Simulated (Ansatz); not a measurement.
## Thickness series in hypothetical diamond Na

The parent structure is Na in the diamond structure (space group Fd-3m, No. 227; a = 7.489 Å; a hypothetical phase, not in the database extracts checked). Axes: x, y, z lie along the cube axes.

Free-standing slabs (2 atom(s) a layer) normal to [110] with 15 Å of vacuum; in-plane cell held at bulk.

Calculations: Kohn–Sham DFT with the PBEsol functional, run in Ansatz (an electronic-structure program) with PAW and 420 eV plane waves, no SOC.

Notes on the quantities. layer's space group: with vacuum.

```csv
variant,layer's space group,thickness between the outermost nuclei,shortest interatomic distance
base,–,–,3.243 Å
1 layer,Pmma (No. 51),–,?
2 layers,Pmna (No. 53),3.13 Å,?
3 layers,Pmma (No. 51),6.41 Å,?
4 layers,Pmna (No. 53),9.75 Å,?
5 layers,Pmma (No. 51),13.09 Å,3.424 Å
6 layers,Pmna (No. 53),16.44 Å,3.430 Å
7 layers,Pmma (No. 51),15.36 Å,3.296 Å
```

Question: Some entries are withheld; estimate them.

Answer: 
- 1 layer, shortest interatomic distance: 3.436 Å
- 2 layers, shortest interatomic distance: 3.414 Å
- 3 layers, shortest interatomic distance: 3.435 Å
- 4 layers, shortest interatomic distance: 3.418 Å

Stability against distortions was not tested.
